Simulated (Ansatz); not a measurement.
An Ansatz (a first-principles code) input (PBEsol (Ansatz), no spin-orbit coupling):

Ansatz 0.2 input:
```yaml
crystal:
  lattice:
    - [0, 2.9612608402, 2.872423015]
    - [2.9612608402, 0, 2.872423015]
    - [2.9612608402, 2.9612608402, 0]
  atoms:
    - { symbol: Sr, position: [0, 0, 0] }
basis: { ecutwfc: 420, ecutrho_ratio: 4, xc_grid: 2, fft_grid_basis: typed }
kpoints: { mp_grid: { grid: [14, 14, 14] } }
hamiltonian:
  xc: pbesol
  dispersion: none
  pseudopotentials: { kind: paw }
scf: { occupations: { method: fermi_dirac, width: 0.05 }, convergence: { dr2_threshold: 0.0000000001 } }
relax: { f_tol: 0.005, max_steps: 50 }
output: { forces: true, stress: true }
checkpoint: { write: state.ck, write_every: 1000 }
```

**Question.** Which symmetry and how many k-points will the program report, and about how many plane waves at Γ?

**Answer.** Space group I4/mmm (ITA 139) with 16 operations, k-points 244 of 2744, and 957 plane waves at Γ.

**Question.** And the final pressure?

**Answer.** 0.39 GPa (compression positive).

The cells carry an imposed strain or load. Stability against distortions was not tested. The cell was made from Sr in the fcc (Cu type) structure (space group Fm-3m, No. 225) by this change: uniaxial strain ε_zz = −3.00 %.
